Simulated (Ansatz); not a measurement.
Response to strain in TiAl

Take TiAl (space group P4/mmm, No. 123; relaxed with 0.1 eV smearing) as the base.

```xyz
2
Lattice="2.7662 0.0000 0.0000 0.0000 2.7662 0.0000 0.0000 0.0000 4.0021" Properties=species:S:1:pos:R:3 pbc="T T T"
Ti     0.0000     0.0000     0.0000
Al     1.3831     1.3831     2.0010
```

Cartesian axes are those of the cell as printed.

Strains are applied to the cell and any free atomic positions relax; under biaxial strain the out-of-plane vector relaxes too.

Calculations: LDA in Ansatz (plane waves to 420 eV, PAW, without spin-orbit coupling).

Candidates:
(a) biaxial strain −1.00 %, plane normal [001], relaxed out of plane
(b) biaxial strain +3.00 %, plane normal [001], relaxed out of plane
(c) biaxial strain +1.50 %, plane normal [001], relaxed out of plane
(d) biaxial strain +0.50 %, plane normal [001], relaxed out of plane

**Question.** Order them by out-of-plane strain, lowest first.

**Answer.** (b) biaxial strain +3.00 %, plane normal [001], relaxed out of plane (-3.62 %), (c) biaxial strain +1.50 %, plane normal [001], relaxed out of plane (-1.76 %), (d) biaxial strain +0.50 %, plane normal [001], relaxed out of plane (-0.56 %), (a) biaxial strain −1.00 %, plane normal [001], relaxed out of plane (+1.08 %)

No phonon test of stability was made. All final runs are without spin polarisation.

Ansatz is a first-principles code.
